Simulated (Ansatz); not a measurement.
**rock-salt VN (0 0 1) on rock-salt MgO (0 0 1) (film strained to the substrate, started from cuts of the bulks and a machine-learned relaxation)**

A periodic stack without vacuum, rock-salt VN (0 0 1) on rock-salt MgO (0 0 1) (film strained to the substrate, started from cuts of the bulks and a machine-learned relaxation): substrate slab Mg8O8, film N6V6, surface cells [[1, 0], [1, 1]] and [[1, 0], [1, 1]], film strained by +3.3 and +3.3 %, outermost planes MgO/MgO and NV/NV as cut, which need not be the usual terminations and can put a slab off its formula.

The start was prepared with a machine-learned potential, and the result is one local minimum, with the in-plane cell held and forces under 0.04 eV/Å; the film can end far from its bulk form.

Level of theory: PBE (plane waves to 420 eV, PAW; Ansatz, an electronic-structure program). Scalar-relativistic, without spin–orbit coupling; the runs are not spin-polarised; PBE gaps are too small against experiment. Its k-point mesh 10×10×1, Fermi–Dirac width 0.05 eV.

- interface area: 9.0 Å²
- period: 29.30 Å
- gaps between the outermost planes at the two interfaces: 2.13 and 2.13 Å
- Mg–V contacts across the interfaces within 1.22 times the sum of covalent radii: 8, mean 3.11 Å
- Mg–N contacts across the interfaces within 1.22 times the sum of covalent radii: 2, mean 2.13 Å
- O–V contacts across the interfaces within 1.22 times the sum of covalent radii: 2, mean 2.27 Å
- hole barrier (PBE): 3.01 eV
- electron barrier (PBE): 1.45 eV

```
Mg4V3N3O4
1.0
    3.00775    -0.00006    -0.01244
   -0.00006     3.00753    -0.05028
    0.12120     0.25440    29.29655
Mg O N V
8 8 6 6
Cartesian
  2.57312   2.71883   3.10127
  1.06002   1.17932   1.00398
  2.59022   2.79169   7.35495
  1.07786   1.25139   5.25998
  2.60734   2.86451  11.60781
  1.09493   1.32418   9.51281
  2.62514   2.93656  15.86392
  1.11202   1.39700  13.76655
  1.06924   1.21495   3.13379
  2.56387   2.68517   0.97099
  1.08637   1.28793   7.38634
  2.58172   2.75503   5.22840
  1.10344   1.36086  11.63932
  2.59876   2.82793   9.48134
  1.12126   1.43081  15.89685
  2.61586   2.90089  13.73394
  1.13770   1.31387  20.11351
  2.63375   2.94820  17.99303
  1.15525   1.36742  24.11106
  2.64989   3.00315  22.05356
  1.17230   1.42234  28.17141
  2.66680   3.05666  26.05098
  2.64121   2.73307  20.00661
  1.13102   1.52690  18.16156
  2.65889   2.76862  24.05164
  1.14668   1.60179  22.11306
  2.67555   2.84377  28.00301
  1.16319   1.63762  26.15782
```
